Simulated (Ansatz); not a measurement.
The reference is CsPbBr$_{3}$ in the cubic perovskite structure (space group Pm-3m, No. 221; a = 5.770 Å). Axes: x, y, z lie along the cube axes.

All numbers come from LDA (Ansatz, an electronic-structure program, PAW, scalar-relativistic without spin-orbit coupling).

Strains are applied to the cell and any free atomic positions relax.

One change was made to it. Results:

| quantity | base | after |
|---|---|---|
| band gap | 1.17 eV | 1.10 eV |
| energy relative to the base (free energy F) | 0 meV/atom | +0.7 meV/atom |
| shortest interatomic distance | 2.885 Å | 2.885 Å |

### Question
What was done to the base?
A) tensor shear ε_xy = +0.33 %
B) tensor shear ε_xy = +2.00 %
C) tensor shear ε_xy = +0.67 %

### Answer
B, tensor shear ε_xy = +2.00 %. For comparison, the band gap in the other runs: tensor shear ε_xy = +0.67 % gives 1.14 eV; tensor shear ε_xy = +0.33 % gives 1.15 eV.

Spin-orbit coupling, missing from the scalar runs, can matter with Pb. No phonon test of stability was made. Many cubic perovskites are stable only at high temperature; tilts and polar distortions were not tested. This is not the structure that CsPbBr3 has at room temperature and ambient pressure.
